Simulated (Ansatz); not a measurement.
Functionals compared on the (11-20) surface of hcp Zn in its 1x1 cell, outermost plane spacing 1.32 Å in the ideal cut, in Ansatz (plane waves, PAW). The structure was relaxed with PBE; the other rows are single points on it, each with its references at the same level. Cutoff 420 eV (500 eV for r2SCAN).

Set-up: 18 atoms, 10.6 Å thick at the start; mesh 8x8x1; 0.1 eV smearing; dipole correction on; all atoms relaxed; start symmetry kept, larger cells not searched; no spin, no spin-orbit, no U. These notes are the PBE run's.

| functional | surface energy (J/m²) | work function of the top face (eV) | rough cost of the single point |
|---|---|---|---|
| PBE | 0.97 | 4.09 | – |
| LDA | 1.39 | 4.40 | around 4 core-minutes (rough) |
| PBEsol | 1.27 | 4.18 | about 4 core-minutes (a rough figure) |
| RPBE | 0.77 | 3.95 | roughly 4 core-minutes |
| r2SCAN | 1.24 | 4.16 | roughly 7 core-minutes |

Ansatz is a program for electronic structure.
